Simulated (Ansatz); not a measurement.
System: AlN (Fm-3m, No. 225; start mp-1330; another space group than a measured phase of this formula). Method: r²SCAN (Ansatz, a quantum-chemistry and plane-wave program, plane waves, PAW).

Numerical settings: plane-wave cutoff 560 eV, 14×14×14 k mesh, Fermi–Dirac smearing 0.01 eV, scalar-relativistic PAW data made under PBE.

The cell is the one relaxed with PBEsol. Conventional cell: a = 4.0453 Å, b = 4.0453 Å, c = 4.0453 Å, α = 90.00°, β = 90.00°, γ = 90.00°.

```
CELL_PARAMETERS angstrom
      0.00000     2.02265     2.02265
      2.02265     0.00000     2.02265
      2.02265     2.02265     0.00000
ATOMIC_POSITIONS crystal
  Al 0.50000 0.50000 0.50000
  N  0.00000 0.00000 0.00000
```

Q: List the 5 lowest band energies at Γ above −25 eV (eV, relative to the valence band maximum), grouping those that round alike.

A: At Γ: -18.38, 0.00 (×3), 6.45.

Note: cell and atoms aren't relaxed at this level (pressure -1.5 GPa).

A start named mp-… is a Materials Project structure, which can be a computed phase never made.
